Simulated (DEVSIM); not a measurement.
Device: Al0.25Ga0.75As/GaAs p-n heterojunction, at 300 K.

| layer (left to right) | material | thickness (μm) | Nd (cm⁻³) | Na (cm⁻³) | τn (s) | τp (s) |
|---|---|---|---|---|---|---|
| 1 | Al0.25Ga0.75As | 0.600 | - | 1.4e17 | 6.4e-9 | 6.4e-9 |
| 2 | GaAs | 4.00 | 1.2e16 | - | 6.4e-9 | 6.4e-9 |

Left contact: ohmic. Right contact: ohmic. Voltage is applied to the left contact. Recombination: SRH at mid-gap. Mobility is μmin + (μ − μmin)/(1 + (N/Nref)^α).

Constants are typed, rounded textbook-type inputs, not results; the design itself was drawn at random and stands for no fabricated device. Values at 300 K. The table also holds parameters that only a changed run uses.

| parameter | Al0.25Ga0.75As | GaAs |
|---|---|---|
| gap (eV) | 1.7357 | 1.424 |
| affinity (eV) | 3.8725 | 4.07 |
| permittivity | 12.19 | 12.9 |
| Nc (cm⁻³) | 6.5e17 | 4.7e17 |
| Nv (cm⁻³) | 9e18 | 9e18 |
| μn (cm²/Vs) | 4375 | 8500 |
| μp (cm²/Vs) | 221 | 400 |
| μn,min | 500 | 500 |
| μp,min | 20 | 20 |
| Nref,n | 6e16 | 6e16 |
| Nref,p | 1.5e17 | 1.5e17 |
| αn | 0.39 | 0.39 |
| αp | 0.38 | 0.38 |
| Cn (cm⁶/s) | 1e-30 | 1e-30 |
| Cp (cm⁶/s) | 1e-30 | 1e-30 |

Model (solved in DEVSIM): 1D drift-diffusion, Boltzmann statistics, complete ionisation; no tunnelling, impact ionisation, image-force lowering or self-heating. Band offsets follow the typed affinities; no thermionic-emission limit at abrupt steps, no polarisation charge.

Base results: dark forward voltage at 100 A/cm² (V) 1.191; dark forward voltage at 1 A/cm² (V) 1.045; largest field in the device at zero bias (V/cm) 69000; potential step across the device at zero bias (V) 1.336.

Q: What follows from this one change: doping Na of layer 1 1.4e+17 → 1.4e+16 cm^-3?

A: dark forward voltage at 100 A/cm² 1.191 → 1.216 V; dark forward voltage at 1 A/cm² little changed (1.046 V); largest field in the device at zero bias 69000 → 49000 V/cm; potential step across the device at zero bias 1.336 → 1.276 V.

Q: What follows from this one change: minority lifetime in layer 2 6.4e-09 → 6.4e-10 s?

A: dark forward voltage at 100 A/cm² 1.191 → 1.175 V; dark forward voltage at 1 A/cm² 1.045 → 1.014 V; largest field in the device at zero bias little changed (69000 V/cm); potential step across the device at zero bias little changed (1.336 V).

Q: What follows from this one change: constant mobility in place of the doping-dependent one?

A: dark forward voltage at 100 A/cm² 1.191 → 1.182 V; dark forward voltage at 1 A/cm² 1.045 → 1.040 V; largest field in the device at zero bias little changed (69000 V/cm); potential step across the device at zero bias little changed (1.336 V).
